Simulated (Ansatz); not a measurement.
## A computed series for Rh: pressure series

Start from Rh in the fcc (Cu type) structure (space group Fm-3m, No. 225).

```yaml
crystal:
  lattice:
    - [0.00000, 1.90000, 1.90000]
    - [1.90000, 0.00000, 1.90000]
    - [1.90000, 1.90000, 0.00000]
  atoms:
    - { symbol: Rh, position: [0.00000, 0.00000, 0.00000] }
```

Cell and atoms are relaxed at each pressure.

The values are results of r2SCAN in Ansatz (plane waves to 500 eV, PAW, no spin-orbit coupling), not measurements.

Notes on the quantities. enthalpy: H = E + PV relative to the base's energy.

| variant | shortest interatomic distance | density | enthalpy |
|---|---|---|---|
| base | 2.687 Å | 12.46 g/cm³ | – |
| pressure −2 GPa | 2.694 Å | 12.37 g/cm³ | -0.17 eV/atom |
| pressure −1 GPa | 2.690 Å | 12.41 g/cm³ | -0.09 eV/atom |
| pressure 0.9 GPa | 2.684 Å | 12.50 g/cm³ | +0.08 eV/atom |
| pressure 2.1 GPa | 2.681 Å | 12.55 g/cm³ | +0.18 eV/atom |
| pressure 4.5 GPa | 2.673 Å | 12.65 g/cm³ | +0.38 eV/atom |
| pressure 9 GPa | 2.661 Å | 12.83 g/cm³ | +0.76 eV/atom |
| pressure 15 GPa | 2.645 Å | 13.06 g/cm³ | +1.25 eV/atom |
| pressure 22.5 GPa | 2.628 Å | 13.32 g/cm³ | +1.86 eV/atom |
| pressure 30 GPa | 2.612 Å | 13.57 g/cm³ | +2.45 eV/atom |

Load acts through the strain it causes; cell and atoms are relaxed under it. Whether these cells are dynamically stable was not tested. Competing high-pressure phases were not computed. The final runs are not spin-polarised.

Ansatz is an electronic-structure program.
